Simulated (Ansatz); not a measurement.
SrInHO2 (model structure, started from the SrVO2H type, P4/mmm, No. 123, 5 atoms in the cell), treated with PBEsol (Ansatz, a first-principles code, plane waves, PAW).

Run with plane-wave cutoff 520 eV, 8×8×10 k mesh (along the axes of the cell as run), Fermi–Dirac smearing 0.01 eV, scalar-relativistic PAW data made under PBE.

Cell (relaxed with PBEsol):

```cif
data_HInO2Sr
_chemical_formula_sum 'Sr1 In1 O2 H1'
_space_group_name_H-M_alt 'P 1'
_space_group_IT_number 1
_cell_length_a 4.24641
_cell_length_b 4.24641
_cell_length_c 3.71758
_cell_angle_alpha 90.000
_cell_angle_beta 90.000
_cell_angle_gamma 90.000
loop_
_space_group_symop_operation_xyz
  'x, y, z'
loop_
_atom_site_label
_atom_site_type_symbol
_atom_site_fract_x
_atom_site_fract_y
_atom_site_fract_z
_atom_site_occupancy
Sr1 Sr 0.50000 0.50000 0.50000 1
In1 In 0.00000 0.00000 0.00000 1
O1 O 0.50000 0.00000 0.00000 1
O2 O 0.00000 0.50000 0.00000 1
H1 H 0.00000 0.00000 0.50000 1
```

Give the computed band gap, smallest direct gap on the k points sampled and direct gap at Γ.


* **band gap**: 0.75 eV
* **smallest direct gap on the k points sampled**: 1.69 eV
* **direct gap at Γ**: 5.00 eV

Note: the relaxation could raise the start's symmetry but not lower it, so the cell can be a saddle point.

Spin–orbit coupling is not included.

Computing time: very roughly 9 core-seconds.

A model structure was made by putting elements into a prototype or built by hand; it is no filed structure, need not be a known phase, and can be a saddle point held by its symmetry.
